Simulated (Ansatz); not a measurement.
The starting structures come from a database of crystals and need not be the phases stable at ambient conditions.

Inside the gap of an insulator the Bloch states are evanescent, with a wavenumber k + iκ along the transport direction.

```
CELL_PARAMETERS angstrom
      5.28728     0.00000     0.01452
      0.00000     7.11905     0.00000
      2.11693     0.00000     4.84501
ATOMIC_POSITIONS crystal
  Cr 0.36575 0.25000 0.36575
  Cr 0.63425 0.75000 0.63425
  Hg 0.00000 0.50000 0.00000
  Hg 0.00000 0.00000 0.00000
  O  0.28394 0.75000 0.76494
  O  0.71606 0.25000 0.23506
  O  0.23506 0.25000 0.71606
  O  0.76494 0.75000 0.28394
  O  0.73805 0.93792 0.73805
  O  0.26195 0.06208 0.26195
  O  0.26195 0.43792 0.26195
  O  0.73805 0.56208 0.73805
```

The cell was relaxed by PBE-D3(BJ); by r2SCAN it stands under a pressure of -2.8 GPa.

Transport runs along the normal of the first two printed cell vectors.

The gap is the functional's own, uncorrected, and κ follows it; spin-orbit coupling is left out. Mid-gap means the computed energy nearest the middle.

Question: Compute, with r2SCAN (Ansatz, an electronic-structure program), the band gap and the smallest decay constant κ at mid-gap.

Answer: Gap 1.67 eV on a 6×4×6 mesh; κ = 0.430 1/Å, at (0.500, 0.000) of the in-plane reciprocal vectors. At the zone centre the slowest state has κ = 0.47 1/Å.
